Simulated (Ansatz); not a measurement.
Consider Ta-vacancy pair (Ta on one host W site, one W site vacant) in bcc W, neutral cell. The step: the Ta atom itself jumps into the vacancy (Ta-vacancy distance between ideal sites 2.76 Å throughout); the atom moves 2.56 Å along (0.47, 0.47, 0.46) of the unit cell; the moving atom starts with neighbours 2 W at 2.75, W at 2.77, 3 W at 2.79, W at 2.85, W at 3.12, 2 W at 3.13, 2 W at 3.23, W at 3.25 Å and ends with 2 W at 2.75, W at 2.77, 3 W at 2.79, W at 2.85, W at 3.12, 2 W at 3.13, 2 W at 3.23, W at 3.25 Å. DFT values are from Ansatz (plane-wave PAW, 420 eV unless said) in a cell of 36 host sites, spin-restricted, static, with no finite-size correction. Forms of the defect that were not tried may lie lower. For the PBE band: the saddle point's order was not checked, and it lies on a symmetry element of the cell, where a band can be held.

```json
[
 {"Level": "CHGNet universal potential (has no charge state), its own band", "Forward barrier (eV)": "0.62", "Cost of the band or of the saddle's single point": "-"},
 {"Level": "PBE, a 2×2×3 k-point mesh shifted by half a step, band relaxed", "Forward barrier (eV)": "1.28", "Cost of the band or of the saddle's single point": "about 40 core-minutes (a rough figure)"},
 {"Level": "PBE, a 3×3×5 k-point mesh shifted by half a step, same geometries", "Forward barrier (eV)": "1.31", "Cost of the band or of the saddle's single point": "about 4 core-minutes (a rough figure)"},
 {"Level": "r2SCAN at 500 eV, a 2×2×3 k-point mesh shifted by half a step, same geometries", "Forward barrier (eV)": "1.38", "Cost of the band or of the saddle's single point": "roughly 2.3 core-minutes"}
]
```

Ansatz is a quantum-chemistry and plane-wave program.
